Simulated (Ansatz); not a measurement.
Ni(OH)2 (P-3m1, No. 164; cell taken from a computed entry) was calculated with LDA (PAW; Ansatz, a first-principles code).

Run with plane-wave cutoff 500 eV, 18×18×10 k mesh (along the axes of the cell as run), gaussian smearing 0.02 eV, spin-polarised start, scalar-relativistic PAW data made under PBE.

Computed at the level's own relaxed cell.

What does this level give for the volume per atom, lattice constant a, c axis length and band gap?


volume per atom: 6.94 Å³/atom
lattice constant a: 3.075 Å
c axis length: 4.237 Å
band gap: 0.57 eV (on the SCF k mesh)

Note: the magnetic order was assumed, not searched for or taken from measurement; the relaxation could not lower the start's symmetry, so the cell can be a saddle point above a distorted one; a magnet's gap depends somewhat on the PAW data.

Computed values are for the static lattice.
